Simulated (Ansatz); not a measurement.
Defect migration in hexagonal WC: interstitial H, neutral cell. The step: one H atom jumps by itself; the atom moves 2.85 Å along (0.00, 0.00, -1.00) of the unit cell; the moving atom starts with neighbours 3 C at 2.21, 3 C at 2.24; 3 W at 1.74 Å and ends with 3 C at 2.21, 3 C at 2.24; 3 W at 1.74 Å. DFT values are from Ansatz (plane-wave PAW, 420 eV unless said) in a cell of 54 host sites, spin-restricted, static, with no finite-size correction. Sites that were not tried may lie lower. For the PBE band: the saddle point's order was not checked, and it lies on a symmetry element of the cell, where a band can be held.

```json
[
 {"Level": "PBE, a 3×3×3 k-point mesh shifted by half a step along c, band relaxed", "Forward barrier (eV)": "0.58", "Cost of the band or of the saddle's single point": "roughly 2.1 core-hours"},
 {"Level": "PBE, a 4×4×4 k-point mesh shifted by half a step along c, same geometries", "Forward barrier (eV)": "0.57", "Cost of the band or of the saddle's single point": "roughly 9 core-minutes"},
 {"Level": "r2SCAN at 500 eV, a 3×3×3 k-point mesh shifted by half a step along c, same geometries", "Forward barrier (eV)": "0.74", "Cost of the band or of the saddle's single point": "very roughly 7 core-minutes"}
]
```

Ansatz is a quantum-chemistry and plane-wave program.
